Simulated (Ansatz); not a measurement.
Ansatz (a quantum-chemistry and plane-wave program) run on TiBe2 (P1, 6 atoms in the cell): self-consistent single point.

Method of the run: LDA (PW92), PAW files at level accurate made with PBE (plane waves; Ansatz).

```yaml
crystal:
  lattice:
    - [0.00000, 3.21886, 3.21886]
    - [3.21886, 0.00000, 3.21886]
    - [3.21886, 3.21886, 0.00000]
  atoms:
    - { symbol: Ti, position: [0.21199, 0.28763, 0.23356], spin: 1.0 }
    - { symbol: Ti, position: [0.02343, 0.96626, 0.02719], spin: 1.0 }
    - { symbol: Be, position: [0.61336, 0.14684, 0.57348] }
    - { symbol: Be, position: [0.62364, 0.59220, 0.65200] }
    - { symbol: Be, position: [0.15597, 0.63216, 0.59686] }
    - { symbol: Be, position: [0.62161, 0.62490, 0.16691] }
```
(The spins are starting values, not results.)

Reference input (self-consistent single point, DFT, LDA (PW92), plane waves, default PAW files made with PBE): basis.ecutwfc = 420 eV; kpoints.mp_grid.grid = 7 7 7; hamiltonian.xc = lda; hamiltonian.pseudopotentials = {kind: paw} (the program's default PAW files); magnetization.spin_polarized = true; scf.occupations.method = gaussian; scf.occupations.width = 0.272 eV. This run's input differs from it in these lines:

Ansatz 0.2 input:
```diff
@@ -12,4 +12,2 @@
     - { symbol: Be, position: [0.621607, 0.624902, 0.166913] }
-basis:
-  ecutwfc: 420.0
 kpoints:
@@ -18,3 +16,3 @@
   xc: lda
-  pseudopotentials: { kind: paw }
+  pseudopotentials: { kind: paw, level: accurate }
 magnetization:
```

Log, with long lists cut:

```
SCF iter   1: F=—  HF=-6493.134846 eV  |F-HF|=—  |Δ(HF+E_count)|=         —  Δρ=9.70e-2 (↑9.70e-2 ↓5.08e-2)  dr2=2.67e1  dr2_m=4.28e-1  M=0.654 μB ∫|m|=0.655 μB  β_m=0.30  ethr=3.10e-3  ⟨swp⟩=5.5  Hψ=40590  notcnv=0
Mixer restart at iter 1: flushing history
all-band conjugate gradients solve this SCF's bands
preconditioner: auto → Kerker (q_TF=auto, 2.505 Å⁻¹)
spin=Collinear: Kerker preconditioning applied to the charge; magnetization (m = ρ↑ − ρ↓) channel mixes plain (no charge-response kernel on spin).
   [... lines left out ...]
SCF iter  14: F=—  HF=-6490.860590 eV  |F-HF|=—  |Δ(HF+E_count)|=   2.64e-9  Δρ=5.50e-7 (↑4.13e-7 ↓5.50e-7)  dr2=2.32e-10  dr2_m=7.09e-11  M=-0.000 μB ∫|m|=0.000 μB  β_m=1.00  ethr=1.82e-11  ⟨swp⟩=2.0  Hψ=14446  notcnv=0  defer=260
SCF iter  15: F=-6490.860590 eV  HF=-6490.860590 eV  |F-HF|=1.48e-10  |Δ(HF+E_count)|=  1.16e-10  Δρ=2.02e-7 (↑1.81e-7 ↓2.02e-7)  dr2=1.62e-10  dr2_m=2.61e-12  M=0.000 μB ∫|m|=0.000 μB  ethr=1.00e-12  ⟨swp⟩=6.3  Hψ=33621  notcnv=0
SCF 1 converged in 15 iterations: F = -6490.860590 eV  dr2 = 1.62e-10
WARN: the starting moments were not kept: the SCF closed with an absolute magnetisation of 5.2e-5 μB, where they sum to 2 μB in size (2 sites) …
Magnetization: 0.0001 μB (20.0000 up, 20.0000 down)
   [... lines left out ...]
Absolute magnetization: 0.0001 μB (∫|ρ↑−ρ↓|, with the PAW one-centre terms)
Free energy (F): -6490.860590 eV
Fermi energy:    10.137597 eV
   [... lines left out ...]
  atom   6  Be    -1.02526537    -1.34096781     0.73671049
--- Stress (GPa, compression-positive) ---
       -4.476115      -0.624961      -2.414285
       -0.624961      -4.995681      -0.693839
       -2.414285      -0.693839      -4.293507
  P = ⅓ Tr σ = -4.5884 GPa (-45.884 kbar)
  The stress holds the Pulay correction. Without it, at fixed plane waves, as pw.x and ABINIT print it: P = -4.6021 GPa
```

The run converged in 15 iterations. Against the reference run the pressure hardly changes (-4.58 to -4.59 GPa) and the largest force moves little (1.841 to 1.842 eV/Å). The full log also holds: “WARN basis.ecutwfc = 1007 eV, the default”.

The starting cell comes from a database of computed structures (which also holds hypothetical and non-ambient phases and stackings), without a prior relaxation at this level. Its atoms were displaced at random from the sites of space group no. 227. The starting moments vanished: the run ended non-magnetic. The program warned that a starting moment was not kept. With a pressure of about -5 GPa the cell is away from its equilibrium volume at this level. Forces in this geometry exceed 1 eV/Å. Ansatz's pressure includes its estimate of the finite-basis (Pulay) stress.

Cost on one core of a shared machine: roughly 5 min.
